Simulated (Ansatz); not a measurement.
Start from Mo in the bcc (W type) structure (space group Im-3m, No. 229; a = 3.1300 Å; relaxed with 0.1 eV smearing). Axes: x, y, z lie along the cube axes.

Structures relaxed with Kohn–Sham DFT with the PBEsol functional, run in Ansatz (a quantum-chemistry and plane-wave program) with PAW and 420 eV plane waves, spin-orbit coupling left out.

Base:

Simulated powder pattern, Cu Kα1, λ = 1.54056 Å (kinematic, ideal powder, no thermal factors, no anomalous dispersion; the 10 strongest lines at most, above 2 %, up to 2θ = 90°):

```json
[
 {"2θ (°)": "40.73", "I/Imax (%)": "100", "hkl": "(110)"},
 {"2θ (°)": "58.97", "I/Imax (%)": "16", "hkl": "(200)"},
 {"2θ (°)": "74.14", "I/Imax (%)": "33", "hkl": "(211)"},
 {"2θ (°)": "88.23", "I/Imax (%)": "11", "hkl": "(220)"}
]
```

Now apply this change: compressive biaxial strain of 1.00 % in the plane normal to [001], as in epitaxy on a mismatched substrate; the out-of-plane cell vector and the atoms relax.

Question: How do the reflections move or split?

Answer: 
Simulated powder pattern, Cu Kα1, λ = 1.54056 Å (kinematic, ideal powder, no thermal factors, no anomalous dispersion; the 10 strongest lines at most, above 2 %, up to 2θ = 90°):

```csv
2θ (°),d (Å),I/Imax (%),hkl
40.80,2.210,100,(101)
41.16,2.191,49,(110)
58.50,1.576,8.4,(002)
59.63,1.549,16,(200)
74.02,1.280,16,(112)
74.77,1.269,32,(211)
88.39,1.105,11,(202)
89.35,1.096,5.3,(220)
```

The indices refer to the base's conventional cell; one index is shown for lines that coincide. The space group is now I4/mmm (No. 139).

Stability against distortions was not tested. All final runs are without spin polarisation.
